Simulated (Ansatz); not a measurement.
Defect: interstitial Mg in anatase TiO2, charge state +2. Level of theory: PBE, PAW (plane waves to 420 eV; Ansatz, a quantum-chemistry and plane-wave program).

108-site cell at the relaxed PBE lattice, the Γ point alone, smearing 0.01 eV, spin-restricted, no finite-size correction. Energies are static. The charge state is imposed; whether it is stable for some Fermi level was not computed. Sites that were not tried may lie lower.

Barriers: single points on a 2×2×2 k-point mesh shifted by half a step at the bands' geometries.

Relaxed starting cell (atoms counted from 1):

```
CELL_PARAMETERS angstrom
     11.39627     0.00000     0.00000
      0.00000    11.39627     0.00000
      0.00000     0.00000     9.70070
ATOMIC_POSITIONS crystal
  Ti 0.99825 0.16538 0.25428
  Ti 0.99561 0.49984 0.25010
  Ti 0.99826 0.83430 0.25429
  Ti 0.33416 0.16536 0.25429
  Ti 0.33684 0.49983 0.25005
  Ti 0.33417 0.83426 0.25429
  Ti 0.66620 0.16630 0.24920
  Ti 0.66622 0.49983 0.24840
  Ti 0.66622 0.83336 0.24920
  Ti 0.99807 0.99986 0.99862
  Ti 0.99181 0.32337 0.00125
  Ti 0.99185 0.67635 0.00127
  Ti 0.33433 0.99983 0.99864
  Ti 0.34052 0.32333 0.00125
  Ti 0.34056 0.67633 0.00122
  Ti 0.66620 0.99983 0.00049
  Ti 0.66617 0.33301 0.00071
  Ti 0.66623 0.66666 0.00072
  O  0.99895 0.16413 0.04354
  O  0.00995 0.49983 0.03864
  O  0.99895 0.83558 0.04352
  O  0.33332 0.16412 0.04351
  O  0.32234 0.49986 0.03866
  O  0.33330 0.83555 0.04353
  O  0.66611 0.16681 0.04262
  O  0.66614 0.49984 0.04325
  O  0.66614 0.83288 0.04262
  O  0.16623 0.16823 0.29264
  O  0.16623 0.49987 0.29340
  O  0.16623 0.83148 0.29264
  O  0.50021 0.16544 0.29369
  O  0.50001 0.49984 0.29147
  O  0.50022 0.83428 0.29371
  O  0.83224 0.16542 0.29370
  O  0.83246 0.49988 0.29150
  O  0.83224 0.83428 0.29369
  O  0.99933 0.99984 0.20914
  O  0.99551 0.33296 0.20579
  O  0.99553 0.66674 0.20575
  O  0.33319 0.99984 0.20912
  O  0.33697 0.33295 0.20576
  O  0.33699 0.66673 0.20579
  O  0.66627 0.99984 0.20640
  O  0.66630 0.33297 0.20727
  O  0.66629 0.66671 0.20726
  O  0.99960 0.16857 0.45742
  O  0.99905 0.49980 0.45523
  O  0.99960 0.83105 0.45742
  O  0.33287 0.16855 0.45741
  O  0.33344 0.49984 0.45522
  O  0.33286 0.83105 0.45742
  O  0.66622 0.16674 0.45818
  O  0.66623 0.49982 0.45712
  O  0.66624 0.83289 0.45819
  Ti 0.16624 0.99986 0.75339
  Ti 0.16627 0.32640 0.74444
  Ti 0.16626 0.67333 0.74444
  Ti 0.50059 0.99981 0.74982
  Ti 0.49981 0.33292 0.74736
  Ti 0.49984 0.66672 0.74736
  Ti 0.83187 0.99984 0.74981
  Ti 0.83270 0.33294 0.74734
  Ti 0.83272 0.66674 0.74734
  Ti 0.16618 0.16373 0.49679
  Ti 0.16618 0.49985 0.49212
  Ti 0.16620 0.83599 0.49679
  Ti 0.50121 0.16577 0.50081
  Ti 0.50069 0.49983 0.50082
  Ti 0.50122 0.83389 0.50080
  Ti 0.83116 0.16577 0.50080
  Ti 0.83163 0.49983 0.50080
  Ti 0.83118 0.83390 0.50082
  O  0.16628 0.99983 0.53631
  O  0.16630 0.33694 0.54590
  O  0.16626 0.66271 0.54593
  O  0.49830 0.99982 0.54222
  O  0.49969 0.33339 0.54326
  O  0.49971 0.66626 0.54326
  O  0.83431 0.99983 0.54222
  O  0.83293 0.33339 0.54326
  O  0.83294 0.66626 0.54326
  O  0.99929 0.99983 0.79320
  O  0.99901 0.32771 0.79408
  O  0.99902 0.67195 0.79404
  O  0.33305 0.99982 0.79319
  O  0.33333 0.32768 0.79407
  O  0.33333 0.67195 0.79409
  O  0.66617 0.99981 0.79301
  O  0.66617 0.33288 0.79325
  O  0.66617 0.66677 0.79324
  O  0.16611 0.16325 0.70330
  O  0.16616 0.49981 0.73446
  O  0.16613 0.83642 0.70331
  O  0.50100 0.16603 0.70675
  O  0.49757 0.49982 0.70700
  O  0.50098 0.83361 0.70676
  O  0.83120 0.16604 0.70675
  O  0.83461 0.49983 0.70700
  O  0.83120 0.83362 0.70675
  O  0.16617 0.99986 0.95613
  O  0.16617 0.32968 0.95852
  O  0.16615 0.67001 0.95852
  O  0.49961 0.99982 0.95726
  O  0.50023 0.33502 0.95842
  O  0.50025 0.66470 0.95842
  O  0.83274 0.99987 0.95725
  O  0.83211 0.33500 0.95841
  O  0.83212 0.66468 0.95840
  Mg 0.16616 0.49985 0.95264
```
Cell charge +2.

End state 1 differs by these moves (Å; atoms that move under 0.08 Å are left out):

```csv
atom,element,Δx,Δy,Δz
20,O,-0.16,0.00,0.03
23,O,0.16,0.00,0.03
29,O,0.00,0.00,-0.27
65,Ti,0.00,0.00,0.16
92,O,0.00,0.00,-0.27
101,O,0.00,0.16,0.03
102,O,0.00,-0.16,0.03
109,Mg,0.00,0.00,0.92
```

**Question.** Give the forward and backward barriers to end state 1 at the level PBE, PAW.

**Answer.** forward 0.14 eV, backward 0.14 eV; at the saddle point atom 109 has neighbours 4 O at 1.92 Å. The saddle point's order was not checked, and it lies on a symmetry element of the cell, where a band can be held.
